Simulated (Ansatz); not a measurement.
The structure below was relaxed with PBEsol (Ansatz, a quantum-chemistry and plane-wave program), without spin-orbit coupling, earlier PAW set.

Space group Fm-3m (No. 225); a = b = c = 4.7154 Å, α = β = γ = 90.00°

```json
[
 {"atom": "Sb", "site": "4a", "symmetry": "m-3m", "x": "0.0000", "y": "0.0000", "z": "0.0000"}
]
```

### Question
Write out a cell with all atoms.

### Answer
```xyz
4
Lattice="4.7154 0.0000 0.0000 0.0000 4.7154 0.0000 0.0000 0.0000 4.7154" Properties=species:S:1:pos:R:3 pbc="T T T"
Sb     0.0000     0.0000     0.0000
Sb     0.0000     2.3577     2.3577
Sb     2.3577     0.0000     2.3577
Sb     2.3577     2.3577     0.0000
```
This is the conventional cell.

Stability against distortions was not tested. The cell was made from Pb by this change: Pb → Sb; the result is a model cell. This is not the structure that Sb has at room temperature and ambient pressure.
